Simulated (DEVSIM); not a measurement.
Device: Schottky contact on p-type GaAs, at 350 K.

Layer 1 from the left is GaAs, thickness (μm) 1.20, Na (cm⁻³) 2.5e17, τn (s) 3.6e-8, τp (s) 3.6e-8.

Left contact: Schottky, work function 4.554 eV, emission velocity 2.8e6 cm/s. Right contact: ohmic. Voltage is applied to the left contact. Recombination: SRH at mid-gap. Mobility is μmin + (μ − μmin)/(1 + (N/Nref)^α).

Constants are typed, rounded textbook-type inputs, not results; the design itself was drawn at random and stands for no fabricated device. Values at 300 K; Nc and Nv go as T^1.5, mobilities as T to minus their exponent, the gap by Varshni's rule with the affinity fixed.

GaAs: gap (eV) 1.424, affinity (eV) 4.07, permittivity 12.9, Nc (cm⁻³) 4.7e17, Nv (cm⁻³) 9e18, μn (cm²/Vs) 8500, μp (cm²/Vs) 400, μn,min 500, μp,min 20, Nref,n 6e16, Nref,p 1.5e17, αn 0.39, αp 0.38, T exponent of μn 2.1, T exponent of μp 2.2, Varshni α (eV/K) 0.000541, Varshni β (K) 204.

DEVSIM, 1D drift-diffusion, Boltzmann statistics, complete ionisation; no tunnelling, impact ionisation, image-force lowering or self-heating. Metal contacts follow the ideal Schottky-Mott rule: no Fermi-level pinning, no interface dipoles.

Dark forward current:

```
|V| (V)  |J| (A/cm²)
-------  -----------
0.05        1.239e-6
0.10        7.713e-6
0.15        4.156e-5
0.20       0.0002184
0.25        0.001142
0.30        0.005962
0.35         0.03109
0.40          0.1619
0.45          0.8409
0.50           4.347
0.55           22.15
0.60           106.9
0.65           432.0
0.70            1238
0.75            2529
```

Question: Work out the local ideality factor n = ΔV / (kT/q · ln(J2/J1)) between the rows 0.15 and 0.20 V, 0.70 and 0.75 V.

Answer: kT/q = 30.16 mV. From 0.15 to 0.20 V: ln(0.0002184/4.156e-5) = 1.659, n = 1.00, near the 1 of diffusion or emission over a barrier. From 0.70 to 0.75 V: ln(2529/1238) = 0.714, n = 2.32; the layers' resistance at their doping, Σ W/(qμN) = 2.2e-5 Ω cm², would take 28 mV of this step of 50 mV.

Question: Estimate the current at 0.35 V for emission alone, J0 = q v N_band exp(−φB/kT), and read the barrier back from the simulated current.

Answer: φB = 0.917 eV, N_band = 1.13e19 cm⁻³, J0 = 3.18e-7 A/cm²; J = J0 (exp(qV/kT) − 1) = 0.0348 A/cm². The simulation gives 0.0311 A/cm²; the estimate lies 12 % above. Read backwards, the simulated current gives an apparent barrier of 0.920 eV. The estimate leaves out transport through the depletion region and minority injection.
